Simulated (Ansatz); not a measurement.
Take AgCl in the rock salt structure (space group Fm-3m, No. 225) as the base.

```xyz
2
Lattice="0.0000 2.7237 2.7237 2.7237 0.0000 2.7237 2.7237 2.7237 0.0000" Properties=species:S:1:pos:R:3 pbc="T T T"
Ag     0.0000     0.0000     0.0000
Cl     2.7237     2.7237     2.7237
```

Cartesian axes are those of the cell as printed.

Calculations: PBEsol, PAW, 420 eV (Ansatz, a program for electronic structure; scalar-relativistic without spin-orbit coupling).

Before the change:

The valley order comes out as Γ 0.72 eV; X along ⟨100⟩ 2.13 eV.

Perturbation: biaxial strain −2.50 %, plane normal [001], relaxed out of plane (Cartesian); in-plane vectors clamped, the third vector and the atoms free.

Problem. Estimate the effect on the valley order, out-of-plane strain and in-plane stress.

Solution. The valley order (the lowest conduction-band minima on the path, energy above the VBM, named in the base's zone) becomes Γ 0.55 eV; X along [100] 1.88 eV; X along [001] 1.97 eV (base: Γ 0.72 eV; X along ⟨100⟩ 2.13 eV); the out-of-plane strain amounts to +3.25 %; the mean in-plane stress (compression positive) amounts to +2.2 GPa.

The levels and masses belong to the bands next to the band gap. Whether these cells are dynamically stable was not tested.
